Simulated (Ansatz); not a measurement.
For AlB2-type TiB2, BLYP (plane waves, PAW; Ansatz, an electronic-structure program) gives:

```
Item                   Value
-------------------  -------
lattice parameter a  3.043 Å
lattice parameter c  3.291 Å
```

What does HSE06 (Ansatz, plane waves, PAW) give for the same quantities?


- lattice constant a: 3.014 Å (drops by 1.0 %)
- lattice parameter c: 3.202 Å (decreases by 2.7 %)

For comparison: lattice constant a 3.029 Å (measured, 293 K, not corrected to a static lattice; as tabulated in R. G. Munro, J. Res. NIST 105, 709 (2000), Material Properties of Titanium …); lattice parameter c 3.229 Å (measured, 293 K, no zero-point or thermal correction; as tabulated in R. G. Munro, J. Res. NIST 105, 709 (2000), Material Properties of Titanium …).

Changes are worked out from the printed values.

Unless a cell is named, each level is at its own relaxed cell (BLYP 8.79, HSE06 8.40 Å³/atom).

The crystal itself was run without spin with BLYP, HSE06; a magnetic state was not tried in these runs.

Caveats: exact exchange on metals is sensitive to the k mesh and can open a false gap (HSE06); the run warned that the count of filled bands differs between k points (HSE06). Ansatz's density-functional and Hartree–Fock values are scalar-relativistic unless marked +SOC, with PAW data made under PBE.
